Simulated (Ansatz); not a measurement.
Ru: biaxial strain −3.00 %, plane normal [001], relaxed out of plane

The reference is Ru in the hcp (Mg type) structure (space group P6_3/mmc, No. 194; a = 2.691 Å, c = 4.249 Å; relaxed with 0.1 eV smearing). Axes: x lies along a and z along c of the hexagonal cell.

Now apply this change: compressive biaxial strain of 3.00 % in the plane normal to [001], as in epitaxy on a mismatched substrate; the out-of-plane cell vector and the atoms relax.

The values are results of PBEsol (Ansatz, an electronic-structure program), no SOC, not measurements. Settings: 25×25×14 k-points, 0.1 eV Fermi–Dirac smearing.

The volume per atom shrinks by 0.585 Å³ (13.33 Å³ → 12.74 Å³) and the space group remains P6_3/mmc (No. 194). The shortest interatomic distance shrinks by 0.021 Å (2.632 Å → 2.611 Å) and the pressure (mean of the normal stresses, compression positive) goes from zero to 17.5 GPa. The band gap is still zero and the out-of-plane strain is +1.62 %. The ratio −ε⊥/ε∥ is 0.54 and the mean in-plane stress (compression positive) comes out as +26.3 GPa.

Final structure (turned so that z lies along the plane normal):

```xyz
2
Lattice="2.6107 0.0000 0.0000 1.3053 2.2609 0.0000 0.0000 0.0000 4.3176" Properties=species:S:1:pos:R:3 pbc="T T T"
Ru     2.6107     1.5073     3.2382
Ru     1.3053     0.7536     1.0794
```

No phonon test of stability was made. The final runs are not spin-polarised.
